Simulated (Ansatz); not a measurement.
Worked example: relaxation of cell and atoms of Rb2H4Pd (P4_2/mnm, 14 atoms in the cell) in Ansatz (a first-principles code).

Method of the run: r2SCAN, default PAW files made with PBE (plane waves; Ansatz).

```
Rb2H4Pd
1.0
    5.79495     0.00000     0.00000
    0.00000     5.79495     0.00000
    0.00000     0.00000     8.44828
Pd H Rb
2 8 4
Direct
  0.00000   0.00000   0.00000
  0.50000   0.50000   0.50000
  0.20230   0.20230   0.00000
  0.29770   0.70230   0.50000
  0.79770   0.79770   0.00000
  0.70230   0.29770   0.50000
  0.00000   0.00000   0.19710
  0.50000   0.50000   0.69710
  0.50000   0.50000   0.30290
  0.00000   0.00000   0.80290
  0.00000   0.50000   0.25000
  0.00000   0.50000   0.75000
  0.50000   0.00000   0.25000
  0.50000   0.00000   0.75000
```

Reference input (self-consistent single point, DFT, r2SCAN, plane waves, default PAW files made with PBE): basis.ecutwfc = 500 eV; kpoints.mp_grid.grid = 3 3 2; hamiltonian.xc = r2scan; hamiltonian.pseudopotentials = {kind: paw} (the program's default PAW files); scf.occupations.method = fermi_dirac; scf.occupations.width = 0.1 eV. This run's input differs from it in these lines:

Ansatz 0.2 input:
```diff
@@ -22,3 +22,3 @@
 basis:
-  ecutwfc: 500.0 eV
+  ecutwfc: 700.0 eV
 kpoints:
@@ -34,2 +34,4 @@
     width: 0.1 eV
+relax:
+  cell: {}
 output:
```

Log, with long lists cut:

```
   [... SCF lines of the steps left out ...]
relax step   1: F+E_penalty+E_count = -27215.85493242 eV  Δ(F+E_penalty+E_count) = +0.000e0 eV  max|allowed force component| = 2.539e-1 eV/Å  Δτ_max = 0.0000 Å  P = +0.139 GPa  Ω = 283.706 Å³  (8 SCF iters, dr2 threshold 1.00e-7 eV, accepted)
relax step   2: F+E_penalty+E_count = -27215.88700137 eV  Δ(F+E_penalty+E_count) = -3.207e-2 eV  max|allowed force component| = 4.679e-2 eV/Å  Δτ_max = 0.0406 Å  P = +0.101 GPa  Ω = 294.163 Å³  energy of the carried Pulay correction = -6.038e-4 eV  [...]
relax step   3: F+E_penalty+E_count = -27215.88750547 eV  Δ(F+E_penalty+E_count) = -5.041e-4 eV  max|allowed force component| = 8.786e-4 eV/Å  Δτ_max = 0.0022 Å  P = +0.004 GPa  Ω = 294.488 Å³  energy of the carried Pulay correction = -6.222e-4 eV  [...]
relax step   4: F+E_penalty+E_count = -27215.88813921 eV  Δ(F+E_penalty+E_count) = -6.337e-4 eV  max|allowed force component| = 9.069e-4 eV/Å  Δτ_max = 0.0000 Å  P = +0.005 GPa  Ω = 294.488 Å³  stress off target by 1.96e-2 GPa  SCF on the basis [...]
basis re-selected at this cell: Δ(F+E_penalty+E_count) = -6.337e-4 eV, ΔP = +0.001 GPa vs the last step
the relaxation is at rest under the 16 symmetry operations that the run kept from its start: a minimum is not shown …
Free energy (F): -27215.888139 eV
Internal energy: -27215.888139 eV  (E = F + TS)
E sigma→0 (E₀):  -27215.888139 eV
Entropy (-TS):   -0.000000 eV (-0.000 meV/atom)
Fermi energy:    3.956924 eV
--- Forces (eV/Å), atoms counted from 1 ---
  atom   1  Pd    -0.00000000     0.00000000    -0.00000000
   [... lines left out ...]
  cell:  # Å, volume = 294.4884 Å³
   [... lines left out ...]
    - { symbol: H, position: [5.3455498730895576e-21, 4.0091624048168025e-20, 0.8075117840302662] }
    - { symbol: Rb, position: [5.345549873088342e-21, 0.5, 0.25000000000000006] }
    - { symbol: Rb, position: [5.345549873088353e-21, 0.5, 0.75] }
    - { symbol: Rb, position: [0.5, 4.009162404816812e-20, 0.25000000000000006] }
    - { symbol: Rb, position: [0.5, 4.009162404816811e-20, 0.75] }
```

The run converged. 

Summary of the result:
Free energy E − TS (on the zero of these files): -27215.8881 eV
Gap on the k-point mesh: 3.31 eV
Pressure: 0.01 GPa
Final cell: a = 5.8672 Å, b = 5.8672 Å, c = 8.5546 Å, α = 90.00°, β = 90.00°, γ = 90.00°
Final volume per atom: 21.03 Å³
Relaxation steps: 4

The starting cell comes from a database of published, mostly measured structures (it also holds non-ambient and calculated ones), without a prior relaxation at this level. Its lattice was rescaled by a random factor within 2.5 % of one. The relaxation keeps the symmetry of its start, so its end need not be a minimum. Ansatz's pressure includes its estimate of the finite-basis (Pulay) stress.

Cost on one core of a shared machine: roughly 90 s.
